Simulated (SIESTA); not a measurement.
Band structure of LiYSe2 (R-3m, 4 atoms in the cell).

```
LiYSe2
1.0
    1.99394     1.15120     6.34032
   -1.99394     1.15120     6.34032
    0.00000    -2.30240     6.34032
Li Y Se
1 1 2
Direct
  0.50000   0.50000   0.50000
  0.00000   0.00000   0.00000
  0.75109   0.75109   0.75109
  0.24891   0.24891   0.24891
```

Method of the run: GGA PBEsol, numerical atomic orbitals TZP, PseudoDojo PBEsol standard norm-conserving potentials (rewritten from UPF to PSML) in SIESTA 5.4.2.

Settings: XC.functional = GGA; XC.authors = PBEsol; potentials = PseudoDojo PBEsol standard; PAO.BasisSize = TZP; PAO.EnergyShift = 0.005 Ry; MeshCutoff = 300 Ry; kgrid.MonkhorstPack = 5 5 5; OccupationFunction = FD; ElectronicTemperature = 10 K; PAO.Polarization.NonPerturbative = true; MaxSCFIterations = 150; SCF.Mixer.Method = Broyden; SCF.Mixer.Weight = 0.25; SCF.Mixer.History = 8.

The starting cell comes from a database of computed structures (which also holds hypothetical and non-ambient phases and stackings), without a prior relaxation at this level. Its lattice was rescaled by a random factor within 2.5 % of one. Values carry the incompleteness of an atom-centred basis.

Problem. Predict the gap along the standard path and the places of the band edges.

Solution. The gap along the path is 1.44 eV, from Γ to F; the smallest direct gap on it is 2.71 eV.

Levels in eV from the top of the valence band on the path, bands 20 to 24:
```
point     20     21     22     23    24
-----  -----  -----  -----  -----  ----
Γ      -1.95  -0.15  -0.15   0.00  2.73
L      -2.76  -2.18  -1.46  -0.86  2.10
B1     -2.78  -2.62  -1.56  -1.15  3.15
B      -2.78  -2.62  -1.56  -1.15  3.15
Z      -1.86  -1.86  -0.32  -0.32  2.78
X      -3.00  -2.53  -1.64  -1.19  3.15
Q      -3.00  -2.53  -1.64  -1.19  3.15
F      -1.78  -1.49  -1.43  -1.27  1.44
P1     -1.91  -1.68  -1.28  -1.26  1.58
P      -1.91  -1.68  -1.28  -1.26  1.58
```

Higher empty bands are left out: an atom-centred basis made for the valence describes them poorly.
